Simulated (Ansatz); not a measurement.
Structures of equal composition on the (111)A surface of 3C silicon carbide (Si plane on top): (√3x√3)R30° Si adatom at H3; (√3x√3)R30° Si adatom at T4. The slabs share one bottom face, and each structure is named by its start. These are constructed structures in small cells; real faces may alloy, dewet or reconstruct in larger ones, and not all known structures of the face are among them. Slabs of about 10 Å with all that they carry, Fermi-Dirac smearing of 0.025 eV. Bottom of the slabs: H caps. Relaxed from the named starts with such symmetry as they have, on meshes of like density; energies extrapolated to zero smearing; no spin-orbit coupling, no U. Spin-polarised runs, if any, are marked in brackets, and their order is one that fits the cell; the others ran without spin. Where a second, spin-polarised start was run, the lower counts.

Host crystal: 3C silicon carbide, with a band gap (PBE, scalar-relativistic without spin-orbit coupling).

Computed with r2SCAN, at the PBE geometry (plane waves to 500 eV, PAW; Ansatz, an electronic-structure program).

Rank these by energy per 1x1 cell (lowest first), as r2SCAN, at the PBE geometry gives it.

(√3x√3)R30° Si adatom at T4 (0.000 eV [spin, 1.0 μB a cell], gap 0.87 eV on the mesh), (√3x√3)R30° Si adatom at H3 (0.199 eV [spin, 1.0 μB a cell], gap 0.84 eV on the mesh)
